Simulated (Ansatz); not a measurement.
## A computed series for Pb: response to strain

Consider Pb in the fcc (Cu type) structure (space group Fm-3m, No. 225; a = 4.934 Å; relaxed with 0.1 eV smearing). Axes: x, y, z lie along the cube axes.

Strains are applied to the cell and any free atomic positions relax; under biaxial strain the out-of-plane vector relaxes too.

The values are results of Ansatz (a quantum-chemistry and plane-wave program) PBEsol, no spin-orbit coupling, not measurements.

Candidates:
(a) uniaxial strain ε_zz = −4.20 %
(b) biaxial strain +1.17 %, plane normal [111], relaxed out of plane
(c) uniaxial strain ε_xx = +2.87 %
(d) biaxial strain −0.68 %, plane normal [001], relaxed out of plane

Notes on the quantities. energy relative to the base: free energy F.

Task: Order them by energy relative to the base, highest first.

Result: (a) uniaxial strain ε_zz = −4.20 % (+10 meV/atom), (c) uniaxial strain ε_xx = +2.87 % (+4.1 meV/atom), (b) biaxial strain +1.17 %, plane normal [111], relaxed out of plane (+1.9 meV/atom), (d) biaxial strain −0.68 %, plane normal [001], relaxed out of plane (+0.3 meV/atom)

No phonon test of stability was made.
